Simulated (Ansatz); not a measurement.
AuAl2: energy against strain

AuAl2 (fluorite, Fm-3m, 18.029 Å³/atom at rest, cube axes along x, y and z) under a strain ε along a cube axis (axis z), the other axes held. PBEsol in Ansatz, a plane-wave DFT program (PAW, default set), 420 eV, 17×17×17 Γ-centred mesh, Fermi-Dirac smearing 0.10 eV; ions are relaxed within the symmetry of each cell.

Here s stands for strain and y for E less E0.

```csv
strain (%),E less E0 (meV/atom)
-3.00,?
-1.50,1.98
-1.00,0.86
-0.50,0.20
0.00,0.00
0.50,0.23
1.00,0.89
1.50,1.95
```

Fit y of the 7 rows that show it with a parabola. Least squares gives y = -0.001 + 0.0000·s + 0.8743·s². Residuals (row less fit): 0.014, -0.013, -0.018, 0.001, 0.012, 0.017, -0.016; standard error 0.019 (degrees of freedom: 4). Twice the quadratic coefficient over the volume, 2 × 0.8743 meV × 10⁴ × 0.1602 / 18.029 Å³, is the elastic constant C11 = 155 ± 1.4 GPa.

Q: Predict the withheld y at s = -3.00 from the fit, and compare with the calculation.

A: y = -0.001 + 0.0000 × (-3.0) + 0.8743 × (-3.0)² = 7.868 meV/atom. The calculation gives 8.27 meV/atom, 0.402 meV/atom above the prediction (4.9 % of the range of y in the table). The row lies outside the fitted rows, so this is an extrapolation. From the scatter of the fitted rows alone, a prediction at this place has a standard error of 0.071 meV/atom, so the miss is 5.7 times that.

One order more, fitted to all 13 runs of the series, follows each within 0.01, so the miss is the next term of a smooth law. In a metal these values are sensitive to mesh and smearing; energies are taken to zero smearing, stresses follow the free energy. Rows are the converged runs of the series near zero and its far end; series whose fitted rows scatter by over a few per cent of the range, as at a crossing or softening among them, aren't shown in this form. Most that stay on the fit to the last digits aren't either.
